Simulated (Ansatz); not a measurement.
The parent structure is Ta in the bcc (W type) structure (space group Im-3m, No. 229; relaxed with 0.1 eV smearing).

```
Ta
1.0
   -1.64115     1.64115     1.64115
    1.64115    -1.64115     1.64115
    1.64115     1.64115    -1.64115
Ta
1
Direct
  0.00000   0.00000   0.00000
```

Cartesian axes are those of the cell as printed.

Level of theory: PBEsol (Ansatz, a program for electronic structure; PAW; 420 eV plane waves; no spin-orbit coupling), earlier PAW set.

Perturbation: tensile biaxial strain of 3.89 % in the plane normal to [110], as in epitaxy on a mismatched substrate; the out-of-plane cell vector and the atoms relax.

### Question
How does this affect the energy relative to the base?

### Answer
The energy grows by 40 meV/atom.

### Question
Estimate the effect on the ratio −ε⊥/ε∥.

### Answer
The ratio −ε⊥/ε∥ comes out as 1.14.

### Question
What does the calculation give for the in-plane stress after the change?

### Answer
The mean in-plane stress (compression positive) is -8.4 GPa.

Whether these cells are dynamically stable was not tested. All final runs are without spin polarisation.
